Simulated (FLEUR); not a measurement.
FLEUR run on ScAu4 (I4/m, 5 atoms in the cell): self-consistent single point.

Method: PBEsol, all-electron FLAPW (FLEUR), scalar-relativistic valence run with FLEUR.

```
CELL_PARAMETERS angstrom
     -3.27168     3.27168     2.01267
      3.27168    -3.27168     2.01267
      3.27168     3.27168    -2.01267
ATOMIC_POSITIONS crystal
  Sc 0.00000 0.00000 0.00000
  Au 0.79718 0.60235 0.39953
  Au 0.20282 0.39765 0.60047
  Au 0.60235 0.20282 0.80517
  Au 0.39765 0.79718 0.19483
```

Reference input (self-consistent single point, DFT, LDA (Perdew-Zunger), all-electron FLAPW (FLEUR), scalar-relativistic valence): Kmax = 4 1/bohr; GmaxXC = 12 1/bohr; xcFunctional = pz; jspins = 1; l_soc = F; mode = gauss; fermiSmearingEnergy = 0.00999582 Htr; mesh (inpgen div1-3) = 6 6 6; inpgen gamma flag = true; Gmax = 12 1/bohr; numbands = 0; maxIterBroyd = 15. This run's input differs from it in these lines:

```diff
@@ -17,3 +17,3 @@
 &comp jspins=1 /
-&exco xctyp='pz' /
+&exco xctyp='PBEs' /
 &kpt div1=6 div2=6 div3=6 gamma=t /
@@ -30,3 +30,3 @@
       <coreElectrons ctail="T" frcor="F" kcrel="0" coretail_lmax="0"/>
-      <xcFunctional name="pz" relativisticCorrections="F"/>
+      <xcFunctional name="PBEs" relativisticCorrections="F"/>
       <magnetism jspins="1"/>
```

Log, with long lists cut:

```
 Iteration:     1   Distance:      19.78025357 me/bohr^3
 Iteration:     2   Distance:      16.14881875 me/bohr^3
 Iteration:     3   Distance:       8.08687943 me/bohr^3
 Iteration:     4   Distance:       6.25783657 me/bohr^3
 Iteration:     5   Distance:       4.81155250 me/bohr^3
   [... 11 lines left out ...]
 Iteration:    17   Distance:       0.00010207 me/bohr^3
 Iteration:    18   Distance:       0.00004536 me/bohr^3
 Iteration:    19   Distance:       0.00001727 me/bohr^3
 Iteration:    20   Distance:       0.00000349 me/bohr^3
 Reset of history
 Run finished successfully
 Stop message:
   Structural relaxation: new displacements generated

[file out, last iteration]
             iter=     21
[...]
          total density-effective poten   -1.3555824325E+05
          total charge density-energy d   -1.4790968906E+03
 Updated energy parameters for spin:           1
[...]
 fermi energy and band-weighting factors:
   [... 5 lines left out ...]

[...]
FERMIE:
          first approx. to ef    (T=0)  :   0.407602 htr   (energy of the highest occ. eigenvalue)
          number of occ. states  (T=0)  :       1419
          first approx. to seigv (T=0)  : -35.722408 htr
          sum of weights of occ. states :  39.509259
          sum of semicore charge        :   0.000000 e
          fermi energy=   0.40944 har   work function= -11.14142 ev
   [... lines left out ...]
          total moment                 =     0.00000
 Direct bandgap for spin            1 :    1.2861056518014669E-002  Htr
 ---->    free energy=                    -76934.1030729193 htr
   [... lines left out ...]
      extrapolation for T->0
 ---->    total electron energy=          -76934.1030729193 htr
 ***** TOTAL FORCES ON ATOMS *****
 TOTAL FORCE FOR ATOM TYPE=  1  X=  0.000   Y=  0.000   Z=  0.000
                       FX_TOT= 0.000000 FY_TOT= 0.000000 FZ_TOT= 0.000000
 TOTAL FORCE FOR ATOM TYPE=  2  X=  1.266   Y=  3.675   Z= -3.803
                       FX_TOT=-0.000595 FY_TOT= 0.000756 FZ_TOT= 0.000000
```

The run converged in 20 iterations. FLEUR gives forces in its relaxation mode, with a further iteration, so its stop message speaks of a relaxation. 

The starting cell comes from a database of computed structures (which also holds hypothetical and non-ambient phases and stackings), without a prior relaxation at this level. Its lattice was rescaled by a random factor within 2.5 % of one. Spin-orbit coupling is off. Values depend on the basis (sphere radii, cutoffs, local orbitals), which need not be converged. The log's line on a gap gives a spacing of levels on this mesh, which the program prints for metals too.

Cost on one core of a shared machine: roughly 6 min.
